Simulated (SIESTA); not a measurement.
**A self-consistent single point of ScGa5Fe (P4/mmm, 7 atoms in the cell) with SIESTA**

Method: SIESTA with GGA PBEsol, numerical atomic orbitals DZP, PseudoDojo PBEsol standard norm-conserving potentials (rewritten from UPF to PSML).

The input file:

```
# files in the folder: Sc.psml Ga.psml Fe.psml (PseudoDojo PBEsol standard)
SystemName  ScGa5Fe
SystemLabel scga5fe

NumberOfAtoms                7
NumberOfSpecies              3
%block ChemicalSpeciesLabel
  1 21 Sc
  2 31 Ga
  3 26 Fe
%endblock ChemicalSpeciesLabel
LatticeConstant              1.0 Ang
%block LatticeVectors
     4.117458000    0.000000000    0.000000000
     0.000000000    4.117458000    0.000000000
     0.000000000    0.000000000    6.604743000
%endblock LatticeVectors
AtomicCoordinatesFormat      Fractional
%block AtomicCoordinatesAndAtomicSpecies
     0.000000000    0.000000000    0.000000000  1
     0.000000000    0.500000000    0.306040000  2
     0.000000000    0.500000000    0.693960000  2
     0.500000000    0.000000000    0.306040000  2
     0.500000000    0.000000000    0.693960000  2
     0.500000000    0.500000000    0.000000000  2
     0.000000000    0.000000000    0.500000000  3
%endblock AtomicCoordinatesAndAtomicSpecies

XC.functional                GGA
XC.authors                   PBEsol
PAO.BasisSize                DZP
PAO.EnergyShift              0.005 Ry
MeshCutoff                   400 Ry
%block kgrid.MonkhorstPack
    5   0   0  0.0
    0   5   0  0.0
    0   0   3  0.0
%endblock kgrid.MonkhorstPack
OccupationFunction           MP
OccupationMPOrder            0
ElectronicTemperature        200.0 meV

MaxSCFIterations             150
SCF.Mixer.Method             Broyden
SCF.Mixer.Weight             0.25
SCF.Mixer.History            6
SCF.DM.Tolerance             1.0E-05
Diag.ParallelOverK           true
WriteForces                  true
```

The program printed (abridged):

```
reinit: Reading from file input.fdf

reinit: System Name: ScGa5Fe
reinit: System Label: scga5fe

coor:   Atomic-coordinates input format  =     Fractional

siesta: Atomic coordinates (Bohr) and species
siesta:      0.00000   0.00000   0.00000  1        1
siesta:      0.00000   3.89043   3.81973  2        2
siesta:      0.00000   3.89043   8.66142  2        3
siesta:      3.89043   0.00000   3.81973  2        4
siesta:      3.89043   0.00000   8.66142  2        5
siesta:      3.89043   3.89043   0.00000  2        6
siesta:      0.00000   0.00000   6.24058  3        7

siesta: System type = bulk

initatomlists: Number of atoms, orbitals, and projectors:      7   128   126

siesta: ******************** Simulation parameters ****************************
redata: Spin configuration                          = none
redata: Time-Reversal Symmetry                      = T
redata: Number of Atomic Species                    =        3
redata: Mesh Cutoff                                 =   400.0000 Ry
redata: Net charge of the system                    =     0.0000 |e|
redata: Min. number of SCF Iter                     =        0
redata: Max. number of SCF Iter                     =      150
redata: SCF convergence failure will abort job
redata: SCF mix quantity                            = Hamiltonian
redata: Mix DM or H after convergence               =   F
redata: Recompute H after scf cycle                 =   F
redata: Mix DM in first SCF step                    =   T
redata: No kicks to SCF
redata: DM Mixing Weight for Kicks                  =     0.5000
redata: Require Harris convergence for SCF          =   F
redata: Harris energy tolerance for SCF             =     0.000100 eV
redata: Require DM convergence for SCF              =   T
redata: DM tolerance for SCF                        =     0.000010
redata: Require EDM convergence for SCF             =   F
redata: EDM tolerance for SCF                       =     0.001000 eV
redata: Require H convergence for SCF               =   T
redata: Hamiltonian tolerance for SCF               =     0.001000 eV
redata: Require (free) Energy convergence for SCF   =   F
redata: (free) Energy tolerance for SCF             =     0.000100 eV
redata: Using DFT-D3 dispersion                     =   F
redata: Using Saved Data (generic)                  =   F
redata: Method of Calculation                       = Diagonalization
redata: Electronic Temperature                      =  2320.9036 K
redata: Number of TDED substeps                     =        3
redata: Dynamics option                             = Single-point calculation
redata: Save all siesta data in one NC              =   F
redata: ***********************************************************************

%block SCF.Mixers
  Broyden
%endblock SCF.Mixers

%block SCF.Mixer.Broyden
  # Mixing method
  method broyden

  # Mixing options
  weight 0.2500
  weight.linear 0.2500
  weight.prime 0.2500
  history 6
%endblock SCF.Mixer.Broyden

DM_history_depth set to one: no extrapolation allowed by default for geometry relaxation
Size of DM history Fstack: 1
Total number of electrons:    92.000000
Total ionic charge:    92.000000

* ProcessorY, Blocksize:    1  64

* Orbital distribution balance (max,min):   128   128

 Kpoints in:           45 . Kpoints trimmed:           38

siesta: k-grid: Number of k-points = 38
siesta: k-points from Monkhorst-Pack grid
siesta: k-cutoff (effective) =     9.907 Ang
siesta: k-point supercell and displacements
siesta: k-grid:     5     0     0      0.000
siesta: k-grid:     0     5     0      0.000
siesta: k-grid:     0     0     3      0.000

diag: Algorithm                                     = D&C
diag: Parallel over k                               =   F
diag: Use parallel 2D distribution                  =   F
diag: Parallel block-size                           = 64
diag: Parallel distribution                         =     1 x     1
diag: Used triangular part                          = Lower
diag: Absolute tolerance                            =  0.100E-15
diag: Orthogonalization factor                      =  0.100E-05
diag: Memory factor                                 =  1.0000

superc: Internal auxiliary supercell:     5 x     5 x     5  =     125
superc: Number of atoms, orbitals, and projectors:    875  16000  15750

                        Single-point calculation

superc: Internal auxiliary supercell:     5 x     5 x     5  =     125
superc: Number of atoms, orbitals, and projectors:    875  16000  15750

outcell: Unit cell vectors (Ang):
        4.117458    0.000000    0.000000
        0.000000    4.117458    0.000000
        0.000000    0.000000    6.604743

outcell: Cell vector modules (Ang)   :    4.117458    4.117458    6.604743
outcell: Cell angles (23,13,12) (deg):     90.0000     90.0000     90.0000
outcell: Cell volume (Ang**3)        :    111.9732
new_DM -- step:     1
Initializing Density Matrix...

Attempting to read DM from file... Failed...
DM filled with atomic data:

InitMesh: MESH = 50 x 50 x 80 = 200000
InitMesh: Mesh cutoff (required, used) =   400.000   405.481 Ry

stepf: Methfessel-Paxton step function
       Using Hermite-Gauss polynomials of order  0

        iscf     Eharris(eV)        E_KS(eV)     FreeEng(eV)     dDmax    Ef(eV) dHmax(eV)
   scf:    1   -15077.003181   -15108.375690   -15108.435277  1.682227 -5.077195  7.420501
   scf:    2   -15085.902455   -15102.922186   -15102.949076  0.343503 -5.567014 16.609857
   scf:    3   -15111.196265   -15109.841817   -15109.893209  0.199580 -5.320221  2.114242
   scf:    4   -15109.874208   -15110.042461   -15110.100658  0.297723 -5.331510  2.717673
   scf:    5   -15110.204118   -15110.209104   -15110.265773  0.114551 -5.420734  0.292664
   scf:    6   -15110.206925   -15110.210918   -15110.267942  0.021863 -5.417739  0.188798
   [... 10 lines left out ...]
   scf:   17   -15110.212356   -15110.212350   -15110.269029  0.000123 -5.421900  0.005516
   scf:   18   -15110.212330   -15110.212341   -15110.269029  0.000134 -5.421750  0.003672
   scf:   19   -15110.212350   -15110.212346   -15110.269030  0.000070 -5.421831  0.001098
   scf:   20   -15110.212342   -15110.212344   -15110.269030  0.000022 -5.421808  0.000444
   scf:   21   -15110.212345   -15110.212345   -15110.269030  0.000007 -5.421817  0.000072

SCF Convergence by DM+H criterion
max |DM_out - DM_in|         :     0.0000072805
max |H_out - H_in|      (eV) :     0.0000724694
SCF cycle converged after 21 iterations

Using DM_out to compute the final energy and forces

siesta: E_KS(eV) =           -15110.2123

siesta: E_KS - E_eggbox =    -15110.2123

siesta: Atomic forces (eV/Ang):
     1   -0.000000   -0.000000   -0.000000
     2    0.000000    0.000000   -0.212574
     3    0.000000    0.000000    0.212574
     4    0.000000   -0.000000   -0.212574
     5    0.000000   -0.000000    0.212574
     6    0.000000   -0.000000    0.000000
     7    0.000000    0.000000    0.000000
   Tot    0.000000   -0.000000   -0.000000
   Max    0.212574
   Res    0.092775    sqrt( Sum f_i^2 / 3N )
   Max    0.212574    constrained

Stress tensor Voigt[x,y,z,yz,xz,xy] (kbar):        9.05        9.05        1.56       -0.00        0.00        0.00
(Free)E + p*V (eV/cell)   -15110.7273
Target enthalpy (eV/cell)   -15110.2690

siesta: Program's energy decomposition (eV):
siesta: Ebs     =     -2091.514376
siesta: Eions   =     18220.664152
siesta: Ena     =      1290.046442
siesta: Ekin    =     10544.710973
siesta: Enl     =     -5281.607901
siesta: Eso     =         0.000000
siesta: Edftu   =         0.000000
siesta: DEna    =        72.382866
siesta: DUscf   =         1.990867
siesta: DUext   =         0.000000
siesta: Ex      =     -3308.977607
siesta: Ec      =      -208.093831
siesta: Exc     =     -3517.071438
siesta: Eharris =    -15110.212345
siesta: Etot    =    -15110.212345
siesta: FreeEng =    -15110.269030

siesta: Atomic forces (eV/Ang):
siesta:      1   -0.000000   -0.000000   -0.000000
siesta:      2    0.000000    0.000000   -0.212574
siesta:      3    0.000000    0.000000    0.212574
siesta:      4    0.000000   -0.000000   -0.212574
siesta:      5    0.000000   -0.000000    0.212574
siesta:      6    0.000000   -0.000000    0.000000
siesta:      7    0.000000    0.000000    0.000000
siesta: ----------------------------------------
siesta:    Tot    0.000000   -0.000000   -0.000000

siesta: Stress tensor (static) (eV/Ang**3):
siesta:     0.005651   -0.000000    0.000000
siesta:     0.000000    0.005651   -0.000000
siesta:     0.000000   -0.000000    0.000976

siesta: Cell volume =        111.973249 Ang**3

siesta: Pressure (static):
siesta:                Solid            Molecule  Units
siesta:          -0.00004457         -0.00007989  Ry/Bohr**3
siesta:          -0.00409264         -0.00733530  eV/Ang**3
siesta:          -6.55712724        -11.75245195  kBar
```

The run converged in 21 iterations.

The starting cell comes from a database of computed structures (which also holds hypothetical and non-ambient phases and stackings), without a prior relaxation at this level. Its lattice was rescaled by a random factor within 2.5 % of one. Spin polarisation is off. Values carry the incompleteness of an atom-centred basis.

Cost on one core of a shared machine: roughly 3 min.
